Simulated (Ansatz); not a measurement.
**A computed series for Sc: response to strain**

Base system: Sc in the hcp (Mg type) structure (space group P6_3/mmc, No. 194; a = 3.318 Å, c = 5.186 Å; relaxed with 0.1 eV smearing). Axes: x lies along a and z along c of the hexagonal cell.

Strains are applied to the cell and any free atomic positions relax.

Calculations: PBE/PAW in Ansatz (a first-principles code), scalar-relativistic without spin-orbit coupling.

Notes on the quantities. energy relative to the base: free energy F.

```tsv
uniaxial strain ε_zz (%)	energy relative to the base (meV/atom)
-3	7.2
-2.5	5.0
-2	3.1
-1.5	1.8
-1	0.8
-0.5	?
0	0.0
```

Question: Fit ΔE = Aε² + Bε³ (ε in %) to the rows shown and predict the withheld row.

Answer: Least squares on the printed values gives A = 0.770 and B = -0.010 meV/atom (largest residual 0.1 meV/atom); this predicts 0.2 meV/atom, and the run gives 0.2 meV/atom, in agreement.

Whether these cells are dynamically stable was not tested. The final runs are not spin-polarised.
